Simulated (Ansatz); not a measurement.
TiO2 (Pbca, No. 61) was calculated with HSE06 in Ansatz (PAW).

Settings: plane-wave cutoff 500 eV, 4×4×4 k mesh, gaussian smearing 0.02 eV, no spin polarisation, scalar-relativistic PAW data made under PBE.

Cell (relaxed with r²SCAN):

```
CELL_PARAMETERS angstrom
      5.13535     0.00000     0.00000
      0.00000     9.18796     0.00000
      0.00000     0.00000     5.45368
ATOMIC_POSITIONS crystal
  Ti 0.13816 0.37103 0.40558
  Ti 0.86184 0.62897 0.59442
  Ti 0.36184 0.62897 0.90558
  Ti 0.63816 0.37103 0.09442
  Ti 0.63816 0.12897 0.59442
  Ti 0.36184 0.87103 0.40558
  Ti 0.86184 0.87103 0.09442
  Ti 0.13816 0.12897 0.90558
  O  0.46453 0.26974 0.38994
  O  0.53547 0.73026 0.61006
  O  0.03547 0.73026 0.88994
  O  0.96453 0.26974 0.11006
  O  0.96453 0.23026 0.61006
  O  0.03547 0.76974 0.38994
  O  0.53547 0.76974 0.11006
  O  0.46453 0.23026 0.88994
  O  0.81711 0.01020 0.85093
  O  0.18289 0.98980 0.14907
  O  0.68289 0.98980 0.35093
  O  0.31711 0.01020 0.64907
  O  0.31711 0.48980 0.14907
  O  0.68289 0.51020 0.85093
  O  0.18289 0.51020 0.64907
  O  0.81711 0.48980 0.35093
```

Problem. Predict the band gap.

Solution. 
* **band gap**: 3.87 eV (on the SCF k mesh)

Measured, for comparison: band gap 3.26 eV (temperature not stated, no zero-point or thermal correction; as tabulated in Wikipedia's data pages). Computed (rounded) less measured: band gap +0.61 eV.

Note: cell and atoms aren't relaxed at this level (largest force component 0.16 eV/Å, pressure -2.8 GPa).

Computed values are for the static lattice.

Ansatz is a program for electronic structure.
